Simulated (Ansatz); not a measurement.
Input and output of a self-consistent single point for Y2P (Pnma, 12 atoms in the cell) (Ansatz, a program for electronic structure).

Method of the run: LDA (PW92), default PAW files made with PBE (plane waves; Ansatz).

```yaml
crystal:
  lattice:
    - [6.61125, 0.00000, 0.00000]
    - [0.00000, 5.02498, 0.00000]
    - [0.00000, 0.00000, 9.55661]
  atoms:
    - { symbol: Y, position: [0.53800, 0.25000, 0.78200] }
    - { symbol: Y, position: [0.03800, 0.25000, 0.71800] }
    - { symbol: Y, position: [0.46200, 0.75000, 0.21800] }
    - { symbol: Y, position: [0.96200, 0.75000, 0.28200] }
    - { symbol: Y, position: [0.17400, 0.25000, 0.06200] }
    - { symbol: Y, position: [0.67400, 0.25000, 0.43800] }
    - { symbol: Y, position: [0.82600, 0.75000, 0.93800] }
    - { symbol: Y, position: [0.32600, 0.75000, 0.56200] }
    - { symbol: P, position: [0.70200, 0.25000, 0.11100] }
    - { symbol: P, position: [0.20200, 0.25000, 0.38900] }
    - { symbol: P, position: [0.29800, 0.75000, 0.88900] }
    - { symbol: P, position: [0.79800, 0.75000, 0.61100] }
```

Reference input (self-consistent single point, DFT, LDA (PW92), plane waves, default PAW files made with PBE): kpoints.mp_grid.grid = 4 5 3; hamiltonian.xc = lda; hamiltonian.pseudopotentials = {kind: paw} (the program's default PAW files); scf.occupations.method = cold; scf.occupations.width = 0.272 eV. This run's input differs from it in these lines:

```diff
@@ -27,4 +27,4 @@
   occupations:
-    method: cold
-    width: 0.272 eV
+    method: fermi_dirac
+    width: 0.1 eV
 output:
```

Log, with long lists cut:

```
SCF iter   1: F=—  HF=-32876.036967 eV  |F-HF|=—  |Δ(HF+E_count)|=         —  Δρ=5.53e-3  dr2=9.26e-2  ethr=1.77e-3  ⟨swp⟩=8.4  Hψ=5665  notcnv=0
all-band conjugate gradients solve this SCF's bands
preconditioner: auto → Kerker (q_TF=auto, 2.280 Å⁻¹)
SCF iter   2: F=—  HF=-32876.026088 eV  |F-HF|=—  |Δ(HF+E_count)|=   1.09e-2  Δρ=3.12e-3  dr2=3.14e-2  ethr=8.58e-5  ⟨swp⟩=1.9  Hψ=1473  notcnv=0
SCF iter   3: F=—  HF=-32876.018970 eV  |F-HF|=—  |Δ(HF+E_count)|=   7.12e-3  Δρ=4.58e-4  dr2=1.16e-3  ethr=2.91e-5  ⟨swp⟩=2.0  Hψ=1534  notcnv=0
SCF iter   4: F=—  HF=-32876.018671 eV  |F-HF|=—  |Δ(HF+E_count)|=   2.99e-4  Δρ=1.27e-4  dr2=9.52e-5  ethr=1.08e-6  ⟨swp⟩=2.2  Hψ=1669  notcnv=0
SCF iter   5: F=—  HF=-32876.018811 eV  |F-HF|=—  |Δ(HF+E_count)|=   1.39e-4  Δρ=3.36e-5  dr2=5.62e-6  ethr=8.81e-8  ⟨swp⟩=2.3  Hψ=1755  notcnv=0
SCF iter   6: F=—  HF=-32876.018810 eV  |F-HF|=—  |Δ(HF+E_count)|=   1.06e-6  Δρ=1.05e-5  dr2=8.23e-7  ethr=5.21e-9  ⟨swp⟩=2.6  Hψ=1711  notcnv=0
SCF iter   7: F=-32876.018809 eV  HF=-32876.018809 eV  |F-HF|=2.20e-8  |Δ(HF+E_count)|=   1.70e-7  Δρ=2.54e-6  dr2=3.98e-8  ethr=9.26e-11  ⟨swp⟩=7.6  Hψ=5001  notcnv=0
SCF 1 converged in 7 iterations: F = -32876.018809 eV  dr2 = 3.98e-8
Free energy (F): -32876.018809 eV
Internal energy: -32875.561553 eV  (E = F + TS)
E sigma→0 (E₀):  -32875.790181 eV
Entropy (-TS):   -0.457256 eV (-38.105 meV/atom)
Fermi energy:    9.653969 eV
--- Forces (eV/Å), atoms counted from 1 ---
  atom   1  Y      0.19990471    -0.00000000     0.84116992
  atom   2  Y      0.19990471     0.00000000    -0.84116992
  atom   3  Y     -0.19990471     0.00000000    -0.84116992
  atom   4  Y     -0.19990471    -0.00000000     0.84116992
  atom   5  Y     -0.00551661     0.00000000     0.11550924
  atom   6  Y     -0.00551661    -0.00000000    -0.11550924
  atom   7  Y      0.00551661    -0.00000000    -0.11550924
  atom   8  Y      0.00551661     0.00000000     0.11550924
   [... lines left out ...]
  atom  12  P     -0.17021826    -0.00000000     0.37472560
--- Stress (GPa, compression-positive) ---
      -10.673055       0.000000       0.000000
        0.000000     -15.526358       0.000000
        0.000000       0.000000      -7.824734
  P = ⅓ Tr σ = -11.3414 GPa (-113.414 kbar)
  The stress holds the Pulay correction. Without it, at fixed plane waves, as pw.x and ABINIT print it: P = -11.3529 GPa
```

The run converged in 7 iterations. Against the reference run the free energy drops by 17.0 meV/atom, the pressure hardly changes (-11.42 to -11.34 GPa) and the largest force goes from 0.895 to 0.865 eV/Å.

The starting cell was generated: these elements placed on a structure prototype, without a prior relaxation; it need not be a known phase or ordering of this composition. With a pressure of about -11 GPa the cell is away from its equilibrium volume at this level. Ansatz's pressure includes its estimate of the finite-basis (Pulay) stress.

Keys are those of Ansatz 0.2.
